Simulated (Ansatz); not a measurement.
Functionals compared on the (320) surface of bcc W in its 1x1 cell, outermost plane spacing 0.44 Å in the ideal cut, in Ansatz (plane waves, PAW). The structure was relaxed with PBE; the other rows are single points on it, each with its references at the same level. Cutoff 420 eV (500 eV for r2SCAN).

Model: 24-atom slab, 10.2 Å thick at the start (thin: gaps and levels are the slab's own), 12x4x1 mesh, Fermi-Dirac 0.1 eV, dipole correction, all atoms relaxed; start symmetry kept, larger cells not searched; no spin, no spin-orbit, no U. These notes are the PBE run's.

```csv
functional,surface energy (J/m²),work function of the top face (eV),rough cost of the single point
PBE,3.60,4.47,–
LDA,4.00,4.76,around 7 core-minutes (rough)
PBEsol,3.93,4.57,roughly 8 core-minutes
RPBE,3.42,4.33,about 9 core-minutes (a rough figure)
r2SCAN,(withheld),(withheld),roughly 15 core-minutes
```

Q: Some entries are withheld; supply them.

A: 
- r2SCAN, surface energy (J/m²): 3.91
- r2SCAN, work function of the top face (eV): 4.50

Ansatz is a program for electronic structure.
